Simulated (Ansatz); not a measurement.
What Li interstitial (started 1.97 Å from the nearest host atom), symmetric start does to Pd

The parent structure is a 12-atom supercell of Pd in the fcc (Cu type) structure (space group Fm-3m, No. 225; a = 3.943 Å) at its relaxed geometry.

Modification: one Li atom is added in an open site, starting 1.97 Å from the nearest host atom, atoms relaxed at fixed cell.

Calculations: PBE (Ansatz, a first-principles code, PAW, no SOC). k-mesh 7×5×7 (Γ-centred); smearing 0.05 eV (Fermi–Dirac).

| quantity | base | changed | shift |
|---|---|---|---|
| pressure | 0.1 GPa | 12.1 GPa | +11.93 GPa |
| final site of the added atom | – | 6 Pd at 2.11 Å (octahedral) | – |

Final structure:

```
CELL_PARAMETERS angstrom
      0.00000     3.94276     3.94276
      3.94276    -3.94276     3.94276
      3.94276     3.94276     0.00000
ATOMIC_POSITIONS crystal
  Pd 0.00000 0.00000 0.00000
  Pd 0.00000 0.00000 0.50000
  Pd 0.17579 0.31628 0.17579
  Pd 0.17579 0.31628 0.64842
  Pd 0.33333 0.66046 0.33333
  Pd 0.35158 0.68372 0.82421
  Pd 0.50000 0.00000 0.00000
  Pd 0.50000 0.00000 0.50000
  Pd 0.64842 0.31628 0.17579
  Pd 0.66667 0.33954 0.66667
  Pd 0.82421 0.68372 0.35158
  Pd 0.82421 0.68372 0.82421
  Li 0.00000 0.50000 0.00000
```

The cell is small, so the values are those of an ordered compound at a high defect concentration; dilute-limit values will differ. The defect started on the symmetric site and kept its symmetry, so it may sit on a saddle. The final runs are not spin-polarised. The defect cell is not spin-polarised.
